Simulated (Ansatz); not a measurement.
Defect migration in fcc Al: Zn-vacancy pair (Zn on one host Al site, one Al site vacant), neutral cell. The step: direct exchange of Zn with the vacancy (Zn-vacancy distance between ideal sites 2.86 Å throughout); the atom moves 2.71 Å along (0.00, 0.47, 0.47) of the unit cell; the moving atom starts with neighbours 4 Al at 2.80, 2 Al at 2.85, 4 Al at 2.90, Al at 2.93 Å and ends with 4 Al at 2.80, 2 Al at 2.85, 4 Al at 2.90, Al at 2.93 Å. DFT values are from Ansatz (plane-wave PAW, 420 eV unless said) in a cell of 32 host sites, spin-restricted, static, with no finite-size correction. Forms of the defect that were not tried may lie lower. For the PBE band: the saddle point's order was not checked, and it lies on a symmetry element of the cell, where a band can be held.

| Level | Forward barrier (eV) | Cost of the band or of the saddle's single point |
|---|---|---|
| CHGNet universal potential (has no charge state), its own band | 0.12 | - |
| PBE, a 3×3×3 k-point mesh shifted by half a step, band relaxed | 0.33 | around 21 core-minutes (rough) |
| PBE, a 5×5×5 k-point mesh shifted by half a step, same geometries | 0.32 | very roughly 5 core-minutes |
| r2SCAN at 500 eV, a 3×3×3 k-point mesh shifted by half a step, same geometries | ___ | around 2.0 core-minutes (rough) |

Task: Some entries are withheld; supply them.

Result: 
- r2SCAN at 500 eV, a 3×3×3 k-point mesh shifted by half a step, same geometries, Forward barrier (eV): 0.37

Ansatz is a program for electronic structure.
